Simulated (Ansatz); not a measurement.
Take InP in the zinc blende structure (space group F-43m, No. 216; a = 5.907 Å) as the base.

Levels (all Ansatz, a first-principles code, PAW): r2SCAN (500 eV, no SOC); HSE06 (420 eV, no spin-orbit coupling).

The geometry is relaxed with r2SCAN.

| Property | Result |
|---|---|
| r2SCAN lowest conduction level above the VBM at special points | Γ 1.03 eV; L 1.80 eV; X 2.04 eV |

With HSE06 at the same geometry, the lowest conduction level above the VBM at special points becomes Γ 1.36 eV; L 2.19 eV; X 2.40 eV (r2SCAN: Γ 1.03 eV; L 1.80 eV; X 2.04 eV).

Single points use the geometry relaxed with r2SCAN. The levels and masses belong to the bands next to the band gap. No phonon test of stability was made.
